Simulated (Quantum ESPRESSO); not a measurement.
Habitual settings against a tight run: SrAl₂ (Fd-3m, 6 atoms in the cell)

Self-consistent single point.

```
CELL_PARAMETERS angstrom
     -4.08126     0.00000     4.08126
      0.00000     4.08126     4.08126
     -4.08126     4.08126     0.00000
ATOMIC_POSITIONS crystal
  Sr 0.00000 0.00000 0.00000
  Sr 0.25000 0.25000 0.25000
  Al 0.62500 0.62500 0.62500
  Al 0.12500 0.62500 0.62500
  Al 0.62500 0.62500 0.12500
  Al 0.62500 0.12500 0.62500
```

Method: PBEsol, GBRV 1.5 ultrasoft (PBESOL) pseudopotentials (plane waves; Quantum ESPRESSO).

Base settings: ecutwfc = 40 Ry; ecutrho = 200 Ry; occupations = smearing; smearing = cold; degauss = 0.019992 Ry; potentials = {Sr: sr_pbesol_v1.uspp.F.UPF, Al: al_pbesol_v1.uspp.F.UPF}; K_POINTS = automatic 9 9 9 0 0 0; conv_thr = 1e-09 Ry; mixing_beta = 0.5.

Tight run (finer mesh or higher cutoff; not a proven limit): ecutwfc: 40 Ry → 56 Ry; ecutrho: 200 Ry → 280 Ry; conv_thr: 1e-09 Ry → 7.3e-11 Ry; K_POINTS: automatic 9 9 9 0 0 0 → automatic 13 13 13 0 0 0. It gave Fermi level (on the code's own zero) 7.87 eV; pressure 0.48 GPa.

Quick runs, as changes from the base:
- A: the base itself
- B: ecutwfc: 40 Ry → 28 Ry; ecutrho: 200 Ry → 140 Ry; K_POINTS: automatic 9 9 9 0 0 0 → automatic 4 4 4 0 0 0
- C: ecutwfc: 40 Ry → 20 Ry; ecutrho: 200 Ry → 100 Ry; pseudopotentials: {Sr: sr_pbesol_v1.uspp.F.UPF, Al: al_pbesol_v1.uspp.F.UPF} → {Sr: sr_lda_v1.uspp.F.UPF, Al: al_lda_v1.uspp.F.UPF}; K_POINTS: automatic 9 9 9 0 0 0 → automatic 2 2 2 0 0 0 [LDA (PZ)]
- D: ecutwfc: 40 Ry → 32 Ry; ecutrho: 200 Ry → 160 Ry; degauss: 0.019992 Ry → 0.0147 Ry; K_POINTS: automatic 9 9 9 0 0 0 → automatic 2 2 2 0 0 0
- E: ecutwfc: 40 Ry → 24 Ry; ecutrho: 200 Ry → 120 Ry; K_POINTS: automatic 9 9 9 0 0 0 → automatic 6 6 6 1 1 1
- F: ecutwfc: 40 Ry → 20 Ry; ecutrho: 200 Ry → 100 Ry; smearing: cold → gauss; degauss: 0.019992 Ry → 0.0099958 Ry; pseudopotentials: {Sr: sr_pbesol_v1.uspp.F.UPF, Al: al_pbesol_v1.uspp.F.UPF} → {Sr: sr_lda_v1.uspp.F.UPF, Al: al_lda_v1.uspp.F.UPF}; K_POINTS: automatic 9 9 9 0 0 0 → automatic 4 4 4 0 0 0 [LDA (PZ)]

Energies are extrapolated to zero smearing width, which holds to low order in the width alone (under cold and Methfessel-Paxton smearing the free energy itself is taken).

Dashes: time of B, C, D, F, under 30 s; energy of C, F, another energy zero.

† marks runs with another functional, U, potentials or spin treatment: their distance from the tight run is not a convergence error alone.

The count of work is k-points × plane waves × bands × iterations; it is no time. Core times come from one kind of shared machine and are given to one figure; runs under 30 s give none.

The starting cell comes from a database of computed structures (which also holds hypothetical and non-ambient phases and stackings), without a prior relaxation at this level. Its lattice was rescaled by a random factor within 2.5 % of one.

```tsv
run	energy less tight (meV/atom)	pressure less tight (GPa)	count of work / tight	core time / tight (rough)
A	0.1	-0.03	0.25	0.3
B	-3.1	-0.18	0.034	–
C†	–	-2.54	0.0069	–
D	91.0	0.05	0.015	–
E	2.9	-0.07	0.094	0.1
F†	–	-2.78	0.021	–
```

Among the runs at the tight run's level, the energy misses run from 0.1 to 91.0 meV/atom.
